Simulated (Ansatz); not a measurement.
Results of PBE0 in Ansatz (PAW) for antifluorite Mg₂C (high-pressure phase).

Settings: plane-wave cutoff 520 eV, 8×8×8 k mesh, scalar-relativistic PAW data made under PBE.

Computed at the level's own relaxed cell.

### Question
Give the computed Voigt–Reuss–Hill bulk modulus, polycrystal shear modulus (Hill average), Young modulus and Poisson ratio.

### Answer

Voigt–Reuss–Hill bulk modulus: 100 GPa
polycrystal shear modulus (Hill average): 89.2 GPa
Young modulus: 206 GPa
Poisson ratio: 0.157

Elastic constants are with the ions relaxed.

The computed numbers hold no vibrational or temperature effects.

Ansatz is an electronic-structure program.
